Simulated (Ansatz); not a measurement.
A self-consistent single point of LaFeSi (P4mm, 6 atoms in the cell) with Ansatz (a quantum-chemistry and plane-wave program).

Method: PBEsol, default PAW files made with PBE (plane waves; Ansatz).

The change in words: lattice scaled by 0.98; kpoints.mp_grid.grid: 6 6 3 → 5 5 3. Reference geometry:
```
CELL_PARAMETERS angstrom
      4.15285     0.00000     0.00000
      0.00000     4.15285     0.00000
      0.00000     0.00000     7.32817
ATOMIC_POSITIONS crystal
  La 0.50000 0.00000 0.69495
  La 0.00000 0.50000 0.31187
  Fe 0.00000 0.00000 0.00000
  Fe 0.50000 0.50000 0.00000
  Si 0.50000 0.00000 0.16567
  Si 0.00000 0.50000 0.83433
```
Moments meant for the start (each program seeds them in its own way; μB, in the order of the atoms La La Fe Fe Si Si): 0.0 0.0 4.0 4.0 0.0 0.0.

Reference input (self-consistent single point, DFT, PBEsol, plane waves, default PAW files made with PBE): basis.ecutwfc = 30.9 Ry; kpoints.mp_grid.grid = 6 6 3; hamiltonian.xc = pbesol; hamiltonian.pseudopotentials = {kind: paw} (the program's default PAW files); magnetization.spin_polarized = true; scf.occupations.method = fermi_dirac; scf.occupations.width = 0.0073 Ry. This run's input differs from it in these lines:

Ansatz 0.2 input:
```diff
@@ -2,5 +2,5 @@
   lattice:
-    - [4.152851, 0.000000, 0.000000]
-    - [0.000000, 4.152851, 0.000000]
-    - [0.000000, 0.000000, 7.328169]
+    - [4.069794, 0.000000, 0.000000]
+    - [0.000000, 4.069794, 0.000000]
+    - [0.000000, 0.000000, 7.181606]
   atoms:
@@ -15,3 +15,3 @@
 kpoints:
-  mp_grid: { grid: [6, 6, 3] }
+  mp_grid: { grid: [5, 5, 3] }
 hamiltonian:
```

Log, with long lists cut:

```
SCF iter   1: F=—  HF=-22472.965506 eV  |F-HF|=—  |Δ(HF+E_count)|=         —  Δρ=1.89e-1 (↑1.89e-1 ↓3.43e-2)  dr2=3.40e1  dr2_m=1.19e1  M=2.125 μB ∫|m|=4.812 μB  β_m=0.30  ethr=3.10e-3  ⟨swp⟩=5.8  Hψ=4020  notcnv=0
Mixer restart at iter 1: flushing history
all-band conjugate gradients solve this SCF's bands
preconditioner: auto → Kerker (q_TF=auto, 2.448 Å⁻¹)
spin=Collinear: Kerker preconditioning applied to the charge; magnetization (m = ρ↑ − ρ↓) channel mixes plain (no charge-response kernel on spin).
   [... lines left out ...]
SCF iter  17: F=-22467.000368 eV  HF=-22467.000368 eV  |F-HF|=1.45e-9  |Δ(HF+E_count)|=   1.92e-8  Δρ=1.12e-6 (↑8.93e-7 ↓1.12e-6)  dr2=2.75e-9  dr2_m=3.29e-10  M=0.000 μB ∫|m|=0.000 μB  β_m=0.97  ethr=4.81e-11  ⟨swp⟩=2.1  Hψ=1644  notcnv=0
SCF iter  18: F=-22467.000368 eV  HF=-22467.000368 eV  |F-HF|=1.63e-9  |Δ(HF+E_count)|=   2.04e-9  Δρ=5.45e-7 (↑5.23e-7 ↓5.45e-7)  dr2=1.90e-9  dr2_m=4.90e-11  M=0.000 μB ∫|m|=0.000 μB  ethr=4.44e-12  ⟨swp⟩=6.6  Hψ=3999  notcnv=0
SCF 1 converged in 18 iterations: F = -22467.000368 eV  dr2 = 1.90e-9
   [... lines left out ...]
WARN: the starting moments were not kept: the SCF closed with an absolute magnetisation of 4.9e-5 μB, where they sum to 8 μB in size (2 sites) …
Absolute magnetization: 0.0000 μB (∫|ρ↑−ρ↓|, with the PAW one-centre terms)
Free energy (F): -22467.000368 eV
Fermi energy:    12.506311 eV
   [... lines left out ...]
  atom   6  Si     0.00000000     0.00000000     0.86843488
--- Stress (GPa, compression-positive) ---
       -3.011524       0.000000       0.000000
        0.000000      -3.011524       0.000000
        0.000000       0.000000      -4.607804
  P = ⅓ Tr σ = -3.5436 GPa (-35.436 kbar)
  The stress holds the Pulay correction. Without it, at fixed plane waves, as pw.x and ABINIT print it: P = -3.5707 GPa
```

The run converged in 18 iterations. Against the reference run the free energy falls by 47.9 meV/atom, the pressure goes from -8.79 to -3.54 GPa and the largest force goes from 1.104 to 0.868 eV/Å.

The starting cell comes from a database of computed structures (which also holds hypothetical and non-ambient phases and stackings), without a prior relaxation at this level. Its lattice was rescaled by up to half a per cent. One atom was moved a little off its site on purpose. For this run, on top of that: lattice scaled by 0.98. The starting moments vanished: the run ended non-magnetic, which need not be the lowest state. The program warned that a starting moment was not kept. With a pressure of about -4 GPa the cell is away from its equilibrium volume at this level. Ansatz's pressure includes its estimate of the finite-basis (Pulay) stress.

Cost on one core of a shared machine: roughly 50 s.
